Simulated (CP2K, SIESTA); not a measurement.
A SIESTA input for a self-consistent single point of HfB2 (P6/mmm, 3 atoms in the cell) (DFT, GGA PBE, numerical atomic orbitals TZP, PseudoDojo PBE standard norm-conserving potentials (rewritten from UPF to PSML)):

```
# files in the folder: Hf.psml B.psml (PseudoDojo PBE standard)
SystemName  HfB2
SystemLabel hfb2

NumberOfAtoms                3
NumberOfSpecies              2
%block ChemicalSpeciesLabel
  1 72 Hf
  2 5 B
%endblock ChemicalSpeciesLabel
LatticeConstant              1.0 Ang
%block LatticeVectors
     1.595277000   -2.763101000    0.000000000
     1.595277000    2.763101000    0.000000000
     0.000000000    0.000000000    3.536028000
%endblock LatticeVectors
AtomicCoordinatesFormat      Fractional
%block AtomicCoordinatesAndAtomicSpecies
     0.000000000    0.000000000    0.000000000  1
     0.333333330    0.666666670    0.500000000  2
     0.666666670    0.333333330    0.500000000  2
%endblock AtomicCoordinatesAndAtomicSpecies

XC.functional                GGA
XC.authors                   PBE
PAO.BasisSize                TZP
PAO.EnergyShift              0.01 Ry
MeshCutoff                   400 Ry
%block kgrid.MonkhorstPack
   10   0   0  0.0
    0  10   0  0.0
    0   0   8  0.0
%endblock kgrid.MonkhorstPack
OccupationFunction           MP
OccupationMPOrder            0
ElectronicTemperature        0.1 eV

MaxSCFIterations             150
SCF.Mixer.Method             Pulay
SCF.Mixer.Weight             0.25
SCF.Mixer.History            8
SCF.DM.Tolerance             1.0E-04
Diag.ParallelOverK           true
WriteForces                  true
Charge.Mulliken              end
```

Task: Translate this input to CP2K.

Result: One input that does it (others would too):

```
&GLOBAL
  PROJECT scf
  RUN_TYPE ENERGY_FORCE
  PRINT_LEVEL LOW
&END GLOBAL
&FORCE_EVAL
  METHOD Quickstep
  STRESS_TENSOR ANALYTICAL
  &DFT
    BASIS_SET_FILE_NAME BASIS_MOLOPT
    POTENTIAL_FILE_NAME GTH_POTENTIALS
    &QS
      METHOD GPW
      EPS_DEFAULT 1E-11
    &END QS
    &MGRID
      CUTOFF 500
      REL_CUTOFF 40
      NGRIDS 5
    &END MGRID
    &SCF
      SCF_GUESS ATOMIC
      EPS_SCF 1E-6
      MAX_SCF 100
      ADDED_MOS 4
      &DIAGONALIZATION
        ALGORITHM STANDARD
      &END DIAGONALIZATION
      &MIXING
        METHOD BROYDEN_MIXING
        ALPHA 0.2
        NBUFFER 12
        BETA 1
      &END MIXING
      &SMEAR ON
        METHOD GAUSSIAN
        SIGMA [eV] 0.1
      &END SMEAR
    &END SCF
    &KPOINTS
      SCHEME MONKHORST-PACK 10 10 8
      GAMMA_CENTERED T
    &END KPOINTS
    &XC
      &XC_FUNCTIONAL PBE
      &END XC_FUNCTIONAL
    &END XC
    &PRINT
      &MO
        EIGENVALUES T
        OCCUPATION_NUMBERS T
        NDIGITS 8
        FILENAME mo
        &EACH
          QS_SCF 0
        &END EACH
        ADD_LAST NUMERIC
      &END MO
      &MULLIKEN OFF
      &END MULLIKEN
    &END PRINT
  &END DFT
  &SUBSYS
    &CELL
      ABC 3.19055400 3.19055416 3.53602800
      ALPHA_BETA_GAMMA 90.00000000 90.00000000 119.99999835
      PERIODIC XYZ
    &END CELL
    &COORD
      SCALED
      Hf       0.00000000     0.00000000     0.00000000
      B        0.33333333     0.66666667     0.50000000
      B        0.66666667     0.33333333     0.50000000
    &END COORD
    &KIND Hf
      BASIS_SET DZVP-MOLOPT-SR-GTH-q12
      POTENTIAL GTH-PBE-q12
    &END KIND
    &KIND B
      BASIS_SET DZVP-MOLOPT-SR-GTH-q3
      POTENTIAL GTH-PBE-q3
    &END KIND
  &END SUBSYS
  &PRINT
    &FORCES ON
    &END FORCES
    &STRESS_TENSOR ON
    &END STRESS_TENSOR
  &END PRINT
&END FORCE_EVAL
```

Basis, cutoffs, solver keys and any potentials are the target program's own. This input uses DFT PBE, GPW, DZVP-MOLOPT-SR-GTH basis, GTH-PBE potentials (GTH_POTENTIALS). Both were run: pressure -9.96 GPa in SIESTA and -11.26 in CP2K.

On CP2K: the starting cell has typed, rounded lattice constants, without a prior relaxation at this level. Its lattice was rescaled by a random factor within 2.5 % of one. Values carry the incompleteness of an atom-centred basis. With a pressure of about -11 GPa the cell is away from its equilibrium volume at this level.

On SIESTA: the starting cell has typed, rounded lattice constants, without a prior relaxation at this level. Its lattice was rescaled by a random factor within 2.5 % of one. Values carry the incompleteness of an atom-centred basis. With a pressure of about -10 GPa the cell is away from its equilibrium volume at this level.
